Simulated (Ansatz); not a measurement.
The reference is MgS in the rock salt structure (space group Fm-3m, No. 225; a = 5.230 Å). Axes: x, y, z lie along the cube axes.

Computed with Ansatz (a quantum-chemistry and plane-wave program) PBE, without spin-orbit coupling.

Perturbation: the cell is scaled by 1.0050 in all directions, atoms relaxed at fixed cell.

Task: Predict the stress tensor and what it implies for the stiffness.

Result: Stress of the strained cell less that of the base (GPa, compression positive):
```
  -1.07    0.00    0.00
   0.00   -1.07    0.00
   0.00    0.00   -1.07
```

Then B = −ΔP/(ΔV/V₀) with ΔV/V₀ = 0.0151 gives secant stiffness values (nonlinear terms included at this strain): B ≈ 71 GPa.

Whether these cells are dynamically stable was not tested.
